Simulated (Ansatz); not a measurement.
The starting structures come from a database of crystals and need not be the phases stable at ambient conditions.

The decay constant κ of evanescent states in the gap governs leakage through a thin film.

Data:

```xyz
18
Lattice="6.8071 0.0186 0.0302 1.6931 6.6862 -0.0578 -2.2906 0.5685 4.4302" Properties=species:S:1:pos:R:3 pbc="T T T"
Al     1.7763     2.2078     0.1125
Al     4.4333     5.0655     4.2901
H      1.0820     3.8020     1.9855
H      5.1276     3.4713     2.4171
H      0.2709     1.1980     1.8564
H      5.9387     6.0753     2.5462
Pb     2.9850     1.8140     3.9672
Pb     3.2246     5.4593     0.4353
O      1.2972     3.8345     1.0208
O      4.9124     3.4388     3.3818
O      0.4799     1.0658     0.9009
O      5.7297     6.2075     3.5017
F     -0.0934     1.3535     3.4685
F      6.3030     5.9198     0.9340
F      0.7476     3.7398     3.6058
F      5.4620     3.5335     0.7968
F      3.0235     1.7524     1.3476
F      3.1861     5.5209     3.0550
```

Space group of this cell: P-1. The cell was relaxed by PBE-D3(BJ); by r2SCAN its mean pressure is -2.5 GPa.

Transport runs along the normal of the first two printed cell vectors.

No gap correction and no spin-orbit coupling; mid-gap values are interpolated between computed energies.

Q: State the band gap and the smallest decay constant κ at mid-gap according to r2SCAN (Ansatz, an electronic-structure program).

A: Gap 4.97 eV on a 6×6×8 mesh; κ = 0.520 1/Å, at (0.500, 0.000) of the in-plane reciprocal vectors. At the zone centre, at the nearest computed energy, the slowest state has κ = 0.56 1/Å.
